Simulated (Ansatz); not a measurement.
The parent structure is CdS in the wurtzite structure (space group P6_3mc, No. 186; a = 4.1235 Å, c = 6.7111 Å).

Structures relaxed with PBEsol (Ansatz, a program for electronic structure, PAW, spin-orbit coupling left out).

Base:

Simulated powder pattern, Mo Kα, λ = 0.71073 Å (kinematic, ideal powder, no thermal factors, no anomalous dispersion; the 14 strongest lines at most, above 2 %, up to 2θ = 40°):

| 2θ (°) | I/Imax (%) | hkl |
|---|---|---|
| 11.42 | 58 | (100) |
| 12.16 | 43 | (002) |
| 12.94 | 100 | (101) |
| 16.71 | 28 | (102) |
| 19.85 | 53 | (110) |
| 21.61 | 55 | (103) |
| 23.34 | 44 | (112) |
| 23.77 | 20 | (201) |
| 29.51 | 21 | (203) |
| 31.16 | 17 | (211) |
| 32.86 | 15 | (105) |
| 34.74 | 9.3 | (300) |
| 35.82 | 23 | (213) |
| 36.94 | 10 | (302) |

After one change:

Simulated powder pattern, Mo Kα, λ = 0.71073 Å (kinematic, ideal powder, no thermal factors, no anomalous dispersion; the 14 strongest lines at most, above 2 %, up to 2θ = 40°):

```csv
2θ (°),I/Imax (%)
11.29,58
12.02,43
12.79,100
16.52,29
19.61,53
21.36,56
23.06,44
23.48,20
29.15,21
30.78,17
32.47,15
34.31,9.4
35.38,23
36.48,10
```

Question: Which of these changes matches the shifts?
A. pressure 30 GPa
B. pressure −2 GPa
C. pressure 4.2 GPa
D. pressure 18 GPa

Answer: B, pressure −2 GPa. Its volume per atom is 25.60 Å³ against 24.71 Å³, and its space group is P6_3mc (No. 186).

Load acts through the strain it causes; cell and atoms are relaxed under it. No phonon test of stability was made. Measured, CdS leaves this structure (for rock salt) near 2.54 GPa (temperature not stated; as listed in Datta, Sujoy, Jana, Debnarayan, arXiv (2020)), on rising pressure, with hysteresis.
